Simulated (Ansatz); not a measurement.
We consider Si (Fmmm, No. 69, 8 atoms in the cell; start mp-1079649; another form than the element's usual one), described by LDA in Ansatz (PAW).

Run with plane-wave cutoff 520 eV, 12×12×12 k mesh, Fermi–Dirac smearing 0.05 eV, scalar-relativistic PAW data made under PBE.

Cell (relaxed at this level):

```cif
data_Si8
_chemical_formula_sum 'Si8'
_space_group_name_H-M_alt 'P 1'
_space_group_IT_number 1
_cell_length_a 5.18554
_cell_length_b 5.18554
_cell_length_c 5.29969
_cell_angle_alpha 90.000
_cell_angle_beta 90.000
_cell_angle_gamma 55.961
loop_
_space_group_symop_operation_xyz
  'x, y, z'
loop_
_atom_site_label
_atom_site_type_symbol
_atom_site_fract_x
_atom_site_fract_y
_atom_site_fract_z
_atom_site_occupancy
Si1 Si 0.50000 0.50000 0.77033 1
Si2 Si 0.50000 0.50000 0.22967 1
Si3 Si 0.00000 0.00000 0.27033 1
Si4 Si 0.00000 0.00000 0.72967 1
Si5 Si 0.72605 0.72605 0.50000 1
Si6 Si 0.27395 0.27395 0.50000 1
Si7 Si 0.77395 0.77395 0.00000 1
Si8 Si 0.22605 0.22605 0.00000 1
```

Problem. Give the computed bulk modulus B0.

Solution. 
bulk modulus B0: 104 GPa

The run finds no gap.

Note: the bulk modulus is −V dP/dV from two relaxed cells at ±2 % in volume; the relaxation could not lower the start's symmetry, so the cell can be a saddle point above a distorted one.

A start named mp-… is a Materials Project structure, which need not be a measured phase.

Ansatz is a first-principles code.
